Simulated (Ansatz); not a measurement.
Input and output of a self-consistent single point for NbRu3 (P4mm, 4 atoms in the cell) (Ansatz, an electronic-structure program).

Method of the run: LDA (PW92), default PAW files made with PBE (plane waves; Ansatz).

```
NbRu3
1.0
    3.86568     0.00000     0.00000
    0.00000     3.86568     0.00000
    0.00000     0.00000     3.86568
Nb Ru
1 3
Direct
  0.00000   0.00000   0.01293
  0.00000   0.50000   0.50000
  0.50000   0.00000   0.50000
  0.50000   0.50000   0.00000
```

Reference input (self-consistent single point, DFT, LDA (PW92), plane waves, default PAW files made with PBE): basis.ecutwfc = 420 eV; kpoints.mp_grid.grid = 9 9 9; hamiltonian.xc = lda; hamiltonian.pseudopotentials = {kind: paw} (the program's default PAW files); scf.occupations.method = gaussian; scf.occupations.width = 0.1 eV. This run's input differs from it in these lines:

Ansatz 0.2 input:
```diff
@@ -15,3 +15,3 @@
   mp_grid:
-    grid: [9, 9, 9]
+    grid: [15, 15, 15]
 hamiltonian:
@@ -22,4 +22,4 @@
   occupations:
-    method: gaussian
-    width: 0.1
+    method: fermi_dirac
+    width: 0.01
 output:
```

The program printed (abridged):

```
SCF iter   1: F=—  HF=-21717.925024 eV  |F-HF|=—  |Δ(HF+E_count)|=         —  Δρ=1.03e-2  dr2=4.60e-2  ethr=1.77e-3  ⟨swp⟩=5.7  Hψ=35980  notcnv=0
all-band conjugate gradients solve this SCF's bands
preconditioner: auto → Kerker (q_TF=auto, 2.753 Å⁻¹)
SCF iter   2: F=—  HF=-21717.921141 eV  |F-HF|=—  |Δ(HF+E_count)|=   3.88e-3  Δρ=4.75e-3  dr2=9.50e-3  ethr=7.54e-5  ⟨swp⟩=2.1  Hψ=17148  notcnv=0  defer=428
SCF iter   3: F=—  HF=-21717.919965 eV  |F-HF|=—  |Δ(HF+E_count)|=   1.18e-3  Δρ=7.04e-4  dr2=1.35e-4  ethr=1.56e-5  ⟨swp⟩=2.3  Hψ=15770  notcnv=0  defer=428
SCF iter   4: F=—  HF=-21717.919950 eV  |F-HF|=—  |Δ(HF+E_count)|=   1.58e-5  Δρ=1.47e-4  dr2=1.88e-5  ethr=2.22e-7  ⟨swp⟩=2.0  Hψ=18194  notcnv=0  defer=428
SCF iter   5: F=—  HF=-21717.919946 eV  |F-HF|=—  |Δ(HF+E_count)|=   3.50e-6  Δρ=4.51e-5  dr2=1.69e-6  ethr=3.09e-8  ⟨swp⟩=1.5  Hψ=11209  notcnv=0  defer=428
SCF iter   6: F=-21717.919946 eV  HF=-21717.919946 eV  |F-HF|=3.34e-8  |Δ(HF+E_count)|=   2.69e-7  Δρ=1.02e-5  dr2=5.69e-8  ethr=1.64e-10  ⟨swp⟩=6.8  Hψ=47356  notcnv=0
SCF 1 converged in 6 iterations: F = -21717.919946 eV  dr2 = 5.69e-8
Free energy (F): -21717.919946 eV
Internal energy: -21717.917952 eV  (E = F + TS)
E sigma→0 (E₀):  -21717.918949 eV
Entropy (-TS):   -0.001994 eV (-0.499 meV/atom)
Fermi energy:    21.678758 eV
--- Forces (eV/Å), atoms counted from 1 ---
  atom   1  Nb    -0.00000000     0.00000000    -0.33543124
  atom   2  Ru     0.00000000     0.00000000     0.17389009
  atom   3  Ru     0.00000000     0.00000000     0.17389009
  atom   4  Ru    -0.00000000     0.00000000    -0.01234720
--- Stress (GPa, compression-positive) ---
       -8.534171       0.000000       0.000000
        0.000000      -8.534171       0.000000
        0.000000       0.000000      -8.565420
  P = ⅓ Tr σ = -8.5446 GPa (-85.446 kbar)
  The stress holds the Pulay correction. Without it, at fixed plane waves, as pw.x and ABINIT print it: P = -8.5695 GPa
```

The run converged in 6 iterations. Against the reference run the free energy drops by 1.4 meV/atom, the pressure goes from -8.43 to -8.54 GPa and the largest force goes from 0.322 to 0.335 eV/Å.

The starting cell comes from a database of computed structures (which also holds hypothetical and non-ambient phases and stackings), without a prior relaxation at this level. Its lattice was rescaled by up to half a per cent. One atom was moved a little off its site on purpose. Spin polarisation is off. With a pressure of about -9 GPa the cell is away from its equilibrium volume at this level. Ansatz's pressure includes its estimate of the finite-basis (Pulay) stress.

Cost on one core of a shared machine: roughly 40 s.
